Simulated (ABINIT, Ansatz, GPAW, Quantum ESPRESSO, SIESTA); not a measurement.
Code comparison for TiOs (Pm-3m, 2 atoms in the cell)

Self-consistent single point.

```
TiOs
1.0
    3.08463     0.00000     0.00000
    0.00000     3.08463     0.00000
    0.00000     0.00000     3.08463
Ti Os
1 1
Cartesian
  1.54232   1.54232   1.54232
  0.00000   0.00000   0.00000
```

Shared settings, as Ansatz (an electronic-structure program) writes them: kpoints.mp_grid.grid = 14 14 14; scf.occupations.method = gaussian; scf.occupations.width = 0.0073 Ry. Potentials and cutoffs stand in the table.

```
code                                                                                                                                 model  pressure (GPa)       cutoff
----------------  ------------------------------------------------------------------------------------------------------------------------  --------------  -----------
Quantum ESPRESSO                                                                       LDA (PZ), GBRV 1.5 ultrasoft (LDA) pseudopotentials          -11.23        50 Ry
Ansatz                                                                                         LDA (PW92), default PAW files made with PBE          -11.22      default
SIESTA            LDA PW92, numerical atomic orbitals DZP, PseudoDojo LDA standard norm-conserving potentials (rewritten from UPF to PSML)          -13.37  grid 300 Ry
ABINIT                                                     LDA (PW92), norm-conserving pseudopotentials (PseudoDojo nc-sr-04 LDA standard)          -11.32      1143 eV
GPAW                                                                         LDA (Perdew-Wang 92), GPAW PAW datasets LDA (gpaw-data 1.0.1)          -11.45       800 eV
```

On Ansatz's run: spin-orbit coupling is off. Spin polarisation is off.

The spread over the programs that give each value: pressure within 2.15 GPa.

SIESTA uses small atom-centred bases, whose incompleteness enters pressures, forces and empty levels differently from a plane-wave cutoff. Ansatz's pressure is given at a fixed set of plane waves, as the other plane-wave codes print theirs; with its correction for the finite basis it is -11.17 GPa. The same LDA comes in different parametrisations, which differ slightly. In the pressure, SIESTA (by 2.09) lies more than 1 GPa from the median of the plane-wave programs.

The starting cell comes from a database of computed structures (which also holds hypothetical and non-ambient phases and stackings), without a prior relaxation at this level.

Left out of this page: Elk and FLEUR (not drawn, or without a comparable value).

Keys are those of Ansatz 0.2.
